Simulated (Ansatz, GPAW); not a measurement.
# One structure in several programs: Al2CrB2Mo (Amm2, 6 atoms in the cell)

Self-consistent single point.

```
Al2CrB2Mo
1.0
    3.05892     0.00000     0.00000
    0.00000     1.56905     6.93578
    0.00000    -1.56905     6.93578
Al Cr B Mo
2 1 2 1
Direct
  0.50000   0.69302   0.69302
  0.00000   0.30042   0.30042
  0.00000   0.08690   0.08690
  0.50000   0.53607   0.53607
  0.00000   0.47106   0.47106
  0.50000   0.91253   0.91253
```

Shared settings, as Ansatz (a quantum-chemistry and plane-wave program) writes them: kpoints.mp_grid.grid = 7 7 7; scf.occupations.method = fermi_dirac; scf.occupations.width = 0.1 eV. Potentials and cutoffs stand in the table.

| code | model | largest force (eV/Å) | cutoff |
|---|---|---|---|
| Ansatz | PBEsol, PAW files made with PBE | 0.296 | default |
| GPAW | PBEsol, GPAW PAW datasets PBEsol (made by gpaw-setup) | 0.323 | 900 eV |

Size of the force on each atom (eV/Å): Sizes of forces hide their directions.

```
code      Al1    Al2    Cr3     B4     B5    Mo6
------  -----  -----  -----  -----  -----  -----
Ansatz  0.121  0.093  0.219  0.080  0.031  0.296
GPAW    0.106  0.091  0.163  0.151  0.003  0.323
```

On Ansatz's run: spin polarisation is off.

The spread over the programs that give each value: largest force within 0.027 eV/Å.

The starting cell comes from a database of computed structures (which also holds hypothetical and non-ambient phases and stackings), without a prior relaxation at this level.

Left out of this page: Elk (not drawn, or without a comparable value).

Keys are those of Ansatz 0.2.
